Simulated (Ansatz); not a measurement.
## A computed series for AlN: response to strain

Base system: AlN in the wurtzite structure (space group P6_3mc, No. 186; a = 3.114 Å, c = 4.983 Å). Axes: x lies along a and z along c of the hexagonal cell.

Strains are applied to the cell and any free atomic positions relax; under biaxial strain the out-of-plane vector relaxes too.

Computed with Ansatz (a program for electronic structure) PBEsol, no SOC.

| biaxial strain, plane normal [001], relaxed out of plane (%) | out-of-plane strain (%) |
|---|---|
| 0 | 0.00 |
| 0.6 | -0.36 |
| 1.2 | ? |
| 1.8 | -1.14 |
| 2.4 | -1.56 |
| 3 | -2.00 |

Q: Fit ε⊥ = −νε + γε² (strains in %) to the rows shown and predict the withheld row.

A: Least squares on the printed values gives ν = 0.58 (the biaxial Poisson response) and γ = -0.028 (largest residual 0.00 %); this predicts -0.74 %, and the run gives -0.75 %, in agreement.

Whether these cells are dynamically stable was not tested.
